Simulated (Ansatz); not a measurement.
Consider the energy of the reaction as written. Reaction: 1/4 cell B + 3/4 OH (gas) → cell A. The sign is products less reactants.

Cell A: a slab of W (bcc, Im-3m) cut along (110), 7 atoms, oblique cell of 3.18 × 2.76 Å (7.2 Å²), symmetry P1, 11.0 Å thick under 16 Å of vacuum, in-plane vectors held at the crystal's; planes from bottom to top: W × 5 | O | H, its two faces unlike (dipole correction applied); added, foreign or displaced atoms, above the top plane: OH bound through O to 2 W at 2.17 Å; spin state with PBE: run without spin, k-point mesh 18×20×1.
```xyz
7
Lattice="3.1838 0.0000 0.0000 1.5919 2.2513 0.0000 0.0000 0.0000 27.3172" Properties=species:S:1:pos:R:3 pbc="T T T"
W     -0.2321    -0.2473     8.0796
W      1.3590    -0.2474    10.2537
W     -0.2319    -0.2468    12.5139
W      1.3576    -0.2439    14.7617
W     -0.2303    -0.2327    16.9735
O      2.1352     0.8763    18.6444
H      2.7643     1.4674    19.1148
```

Cell B: a slab of W (bcc, Im-3m) cut along (110), 22 atoms, oblique cell of 6.37 × 5.51 Å (28.7 Å²), symmetry P1, 11.1 Å thick under 16 Å of vacuum, in-plane vectors held at the crystal's; planes from bottom to top: W4 × 5 | O | H, its two faces unlike (dipole correction applied); added, foreign or displaced atoms, above the top plane: OH bound through O to 2 W at 2.15 Å; spin state with PBE: run without spin, k-point mesh 9×10×1.
```
CELL_PARAMETERS angstrom
      6.36767     0.00000     0.00000
      3.18384     4.50262     0.00000
      0.00000     0.00000    27.31721
ATOMIC_POSITIONS crystal
  W  0.99685 0.98309 0.29542
  W  0.49672 0.98326 0.29548
  W  0.99691 0.48345 0.29553
  W  0.49699 0.48334 0.29541
  W  0.74684 0.48309 0.37495
  W  0.24656 0.48334 0.37493
  W  0.74682 0.98365 0.37498
  W  0.24722 0.98295 0.37496
  W  0.99622 0.98378 0.45768
  W  0.49654 0.98312 0.45751
  W  0.99732 0.48342 0.45743
  W  0.49744 0.48268 0.45771
  W  0.74467 0.48828 0.54008
  W  0.24748 0.48002 0.54026
  W  0.74920 0.97831 0.54037
  W  0.24535 0.98770 0.54024
  W  0.99367 0.97864 0.61811
  W  0.49559 0.97799 0.62291
  W  0.99341 0.49054 0.62281
  W  0.50025 0.48963 0.61725
  O  0.24436 0.23113 0.68277
  H  0.28561 0.34860 0.70168
```

Reference: an isolated OH molecule (doublet) in a box of 11 × 11 × 13 Å.

Computed with Ansatz (plane waves, PAW), its PAW set soft_1, cutoff 420 eV, 500 eV for r2SCAN. The structures are at rest with PBE, within the held lattices; other levels are single points on them. Neutral cells; Fermi-Dirac smearing of at most 0.10 eV in the solids, energies taken to zero width. The lattices are those relaxed with PBE, so at other levels the solids can be strained, which adds to the spread. Larger cells are relaxed from a start prepared with the learned potential CHGNet till forces fall under 0.03 eV/Å, which some starts already meet. A dispersion term (D3(BJ), or D4 for r2SCAN) was computed beside these levels and is taken off wherever the name lacks it. Static lattices, no vibrational contributions. Cells are local rest points, mostly with their start's symmetry. The runs are scalar-relativistic, without spin-orbit coupling. No Hubbard U is applied. Values are for these cell sizes.

Problem. Estimate the value that PBE returns for this input.

Solution. -3.03 eV, for 1/4 cell B + 3/4 OH (gas) → cell A.

Problem. What do the other levels give, and how wide is the spread?

Solution. 
```tsv
Method	value (eV)	less PBE
r2SCAN	-3.11	-0.08
```

The levels span 0.08 eV, from r2SCAN (-3.11) to PBE (-3.03).

Ansatz is a program for electronic structure.
